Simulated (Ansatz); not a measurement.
ZnSiP2: isotropic strain −0.75 %

Take ZnSiP$_{2}$ in the chalcopyrite structure (space group I-42d, No. 122; a = 5.419 Å, c = 10.540 Å) as the base.

One thing is altered: every lattice vector is shortened by 0.75 %, atoms relaxed at fixed cell.

The values are results of PBE/PAW in Ansatz (a first-principles code), no spin-orbit coupling, not measurements. k-mesh 9×9×9 (Γ-centred); smearing 0.05 eV (Fermi–Dirac).

```csv
quantity,base,changed,shift
space group,I-42d (No. 122),I-42d (No. 122),–
shortest interatomic distance,2.272 Å,2.257 Å,-0.015 Å
energy relative to the base (free energy F),0 meV/atom,+2.6 meV/atom,+2.6 meV/atom
"pressure (mean of the normal stresses, compression positive)",0.00 GPa,2.00 GPa,+2.00 GPa
band gap,1.36 eV,1.30 eV,-0.054 eV
gap character,direct at Γ,direct at Γ,–
mean gap deformation potential ΔEg/Δln V,–,+2.4 eV,–
width of the top valence band,1.19 eV,1.24 eV,+0.05 eV
electron mass,"1.5 mₑ along c, 0.26 mₑ across (at Γ)","1.4 mₑ along c, 0.26 mₑ across (at Γ)",–
hole mass,"0.16 mₑ along c, 0.40 mₑ across (at Γ)","0.17 mₑ along c, 0.39 mₑ across (at Γ)",–
"valence-band top at Γ (three highest levels, from the VBM)","0.00, -0.13, -0.13 eV","0.00, -0.13, -0.13 eV",–
```

Final structure:

```
ZnSiP2
1.0
   -2.68895     2.68895     5.23030
    2.68895    -2.68895     5.23030
    2.68895     2.68895    -5.23030
Zn Si P
2 2 4
Direct
  0.00000   0.00000   0.00000
  0.75000   0.25000   0.50000
  0.50000   0.50000   0.00000
  0.25000   0.75000   0.50000
  0.87500   0.85843   0.48343
  0.14157   0.62500   0.01657
  0.37500   0.39157   0.51657
  0.60843   0.12500   0.98343
```

Effective masses come from finite differences of ±0.01 Å⁻¹. No phonon test of stability was made.
